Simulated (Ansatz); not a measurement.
Pressure series in InPd

Base system: InPd in the CsCl type structure (space group Pm-3m, No. 221; a = 3.305 Å).

Cell and atoms are relaxed at each pressure.

Level of theory: DFT with PBE, PAW potentials and a 420 eV plane-wave cutoff in Ansatz (a first-principles code), no SOC.

Notes on the quantities. enthalpy: H = E + PV relative to the base's energy.

| case | enthalpy | shortest interatomic distance |
|---|---|---|
| base | – | 2.862 Å |
| pressure −2 GPa | -0.23 eV/atom | … |
| pressure −1 GPa | -0.11 eV/atom | … |
| pressure 0.3 GPa | +0.03 eV/atom | 2.860 Å |
| pressure 0.7 GPa | +0.08 eV/atom | 2.856 Å |
| pressure 1.5 GPa | +0.17 eV/atom | 2.850 Å |
| pressure 3 GPa | +0.33 eV/atom | 2.838 Å |
| pressure 5 GPa | +0.55 eV/atom | 2.824 Å |
| pressure 7.5 GPa | +0.82 eV/atom | 2.808 Å |
| pressure 10 GPa | +1.08 eV/atom | 2.794 Å |

**Question.** Fill in the withheld entries from the trend.

**Answer.** 
- pressure −2 GPa, shortest interatomic distance: 2.881 Å
- pressure −1 GPa, shortest interatomic distance: 2.871 Å

Load acts through the strain it causes; cell and atoms are relaxed under it. Stability against distortions was not tested. No other phases were tried under pressure. The final runs are not spin-polarised.
